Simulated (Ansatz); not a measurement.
## LaAgS2 (space group R-3m, No. 166; a hypothetical phase, not in the database extracts checked)

Space group R-3m, hexagonal axes (No. 166); a = b = 4.2597 Å, c = 17.7913 Å, α = β = 90.00°, γ = 120.00°

| atom | site | symmetry | x | y | z |
|---|---|---|---|---|---|
| La | 3a | -3m | 0.0000 | 0.0000 | 0.0000 |
| Ag | 3b | -3m | 0.0000 | 0.0000 | 0.5000 |
| S | 6c | 3m | 0.0000 | 0.0000 | 0.2482 |
(The calculation used a cell of 4 atoms; values per cell refer to that cell.)

Calculations: Ansatz (a first-principles code), r2SCAN, PAW, cutoff 500 eV, without spin-orbit coupling. Γ-centred 9×9×9 mesh, Fermi–Dirac width 0.05 eV.

```yaml
volume_per_atom: 23.30 Å³
density: 5.54 g/cm³
band_gap: 2.60 eV, indirect, T–H₂ (82 % along) → F
total_energy: -3921.620 eV/atom (σ→0; compares only within this code and set-up)
```

Stability against distortions was not tested.
